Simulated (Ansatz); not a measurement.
Input and output of a self-consistent single point for ScZn3 (P3m1, 8 atoms in the cell) (Ansatz, a first-principles code).

Method of the run: PBEsol, default PAW files made with PBE (plane waves; Ansatz).

```
CELL_PARAMETERS angstrom
      5.83617     0.00000     0.00000
     -2.91809     5.05427     0.00000
      0.00000     0.00000     4.31144
ATOMIC_POSITIONS crystal
  Sc 0.33333 0.66667 0.76160
  Sc 0.66667 0.33333 0.25000
  Zn 0.84266 0.68533 0.75000
  Zn 0.15734 0.31467 0.25000
  Zn 0.15734 0.84266 0.25000
  Zn 0.84266 0.15734 0.75000
  Zn 0.31467 0.15734 0.75000
  Zn 0.68533 0.84266 0.25000
```

Reference input (self-consistent single point, DFT, PBEsol, plane waves, default PAW files made with PBE): basis.ecutwfc = 420 eV; kpoints.mp_grid.grid = 5 5 6; hamiltonian.xc = pbesol; hamiltonian.pseudopotentials = {kind: paw} (the program's default PAW files); scf.occupations.method = fermi_dirac; scf.occupations.width = 0.1 eV. This run's input differs from it in these lines:

Ansatz 0.2 input:
```diff
@@ -17,3 +17,3 @@
 kpoints:
-  mp_grid: { grid: [5, 5, 6] }
+  mp_grid: { grid: [11, 11, 12] }
 hamiltonian:
```

The program printed (abridged):

```
SCF iter   1: F=—  HF=-23910.803615 eV  |F-HF|=—  |Δ(HF+E_count)|=         —  Δρ=5.84e-3  dr2=4.02e-2  ethr=1.77e-3  ⟨swp⟩=6.2  Hψ=38023  notcnv=0  defer=11
all-band conjugate gradients solve this SCF's bands
preconditioner: auto → Kerker (q_TF=auto, 2.594 Å⁻¹)
SCF iter   2: F=—  HF=-23910.793514 eV  |F-HF|=—  |Δ(HF+E_count)|=   1.01e-2  Δρ=2.40e-3  dr2=1.11e-2  ethr=4.27e-5  ⟨swp⟩=2.0  Hψ=18205  notcnv=0
   [... lines left out ...]
SCF iter   4: F=—  HF=-23910.790396 eV  |F-HF|=—  |Δ(HF+E_count)|=   6.53e-4  Δρ=3.44e-4  dr2=1.24e-4  ethr=2.06e-6  ⟨swp⟩=2.0  Hψ=15615  notcnv=0
SCF iter   5: F=—  HF=-23910.790385 eV  |F-HF|=—  |Δ(HF+E_count)|=   1.12e-5  Δρ=6.59e-5  dr2=7.98e-6  ethr=1.32e-7  ⟨swp⟩=2.9  Hψ=17932  notcnv=0
SCF iter   6: F=—  HF=-23910.790390 eV  |F-HF|=—  |Δ(HF+E_count)|=   5.49e-6  Δρ=1.21e-5  dr2=4.42e-7  ethr=8.48e-9  ⟨swp⟩=2.0  Hψ=10573  notcnv=0
SCF iter   7: F=-23910.790390 eV  HF=-23910.790390 eV  |F-HF|=4.96e-8  |Δ(HF+E_count)|=   4.79e-8  Δρ=6.21e-6  dr2=5.33e-8  ethr=1.06e-10  ⟨swp⟩=5.3  Hψ=37404  notcnv=0
SCF 1 converged in 7 iterations: F = -23910.790390 eV  dr2 = 5.33e-8
Free energy (F): -23910.790390 eV
Internal energy: -23910.661389 eV  (E = F + TS)
E sigma→0 (E₀):  -23910.725889 eV
Entropy (-TS):   -0.129001 eV (-16.125 meV/atom)
Fermi energy:    11.342734 eV
--- Forces (eV/Å), atoms counted from 1 ---
  atom   1  Sc    -0.00000000    -0.00000000    -0.41240594
  atom   2  Sc     0.00000000     0.00000000    -0.01312894
  atom   3  Zn     0.00000000    -0.02623812     0.01829132
  atom   4  Zn     0.00000000     0.01878540     0.12355340
  atom   5  Zn     0.01626863    -0.00939270     0.12355340
  atom   6  Zn    -0.02272288     0.01311906     0.01829132
  atom   7  Zn     0.02272288     0.01311906     0.01829132
  atom   8  Zn    -0.01626863    -0.00939270     0.12355340
--- Stress (GPa, compression-positive) ---
       -0.939256       0.000000       0.000000
        0.000000      -0.939256       0.000000
        0.000000       0.000000      -0.678252
  P = ⅓ Tr σ = -0.8523 GPa (-8.523 kbar)
  The stress holds the Pulay correction. Without it, at fixed plane waves, as pw.x and ABINIT print it: P = -0.9180 GPa
```

The run converged in 7 iterations. Against the reference run the free energy goes down by 1.6 meV/atom, the pressure moves little (-0.84 to -0.85 GPa) and the largest force moves little (0.413 to 0.412 eV/Å).

The starting cell comes from a database of computed structures (which also holds hypothetical and non-ambient phases and stackings), without a prior relaxation at this level. Its lattice was rescaled by up to half a per cent. One atom was moved a little off its site on purpose. Ansatz's pressure includes its estimate of the finite-basis (Pulay) stress.

Cost on one core of a shared machine: roughly 2 min.
